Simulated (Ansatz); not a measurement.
Consider ZnS in the zinc blende structure (space group F-43m, No. 216; a = 5.357 Å).

Structures relaxed with Ansatz (an electronic-structure program), PBEsol, PAW, cutoff 420 eV, no SOC.

Base:

Simulated powder pattern, Cu Kα1, λ = 1.54056 Å (kinematic, ideal powder, no thermal factors, no anomalous dispersion; the 8 strongest lines at most, above 2 %, up to 2θ = 90°):

```tsv
2θ (°)	I/Imax (%)	hkl
28.84	100	(111)
33.43	12	(200)
48.00	60	(220)
56.97	41	(311)
70.23	9.0	(400)
77.63	15	(331)
80.05	3.5	(420)
89.57	19	(422)
```

The change: an isotropic linear strain of −3.00 %; the atoms relax in the strained cell.

After the change:

Simulated powder pattern, Cu Kα1, λ = 1.54056 Å (kinematic, ideal powder, no thermal factors, no anomalous dispersion; the 8 strongest lines at most, above 2 %, up to 2θ = 90°):

```tsv
2θ (°)	d (Å)	I/Imax (%)	hkl
29.76	3.000	100	(111)
34.49	2.598	12	(200)
49.58	1.837	59	(220)
58.90	1.567	40	(311)
61.80	1.500	3.0	(222)
72.74	1.299	8.8	(400)
80.51	1.192	15	(331)
83.05	1.162	3.4	(420)
```

The indices refer to the base's conventional cell; one index is shown for lines that coincide.

Stability against distortions was not tested.
